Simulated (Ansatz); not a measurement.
**TiAl3 (I4/mmm, No. 139)**

These are PBEsol (PAW; Ansatz, a program for electronic structure) values and carry that method's errors.

Settings: plane-wave cutoff 520 eV, 20×20×20 k mesh, Fermi–Dirac smearing 0.05 eV, no spin polarisation, scalar-relativistic PAW data made under PBE.

Cell: relaxed at this level.

For TiAl3 (I4/mmm, No. 139), the band gap is none and the lattice constant a is 3.816 Å. The c axis length is 8.552 Å and the bulk modulus B0 is 112 GPa.

Note: the bulk modulus is −V dP/dV from two relaxed cells at ±2 % in volume.
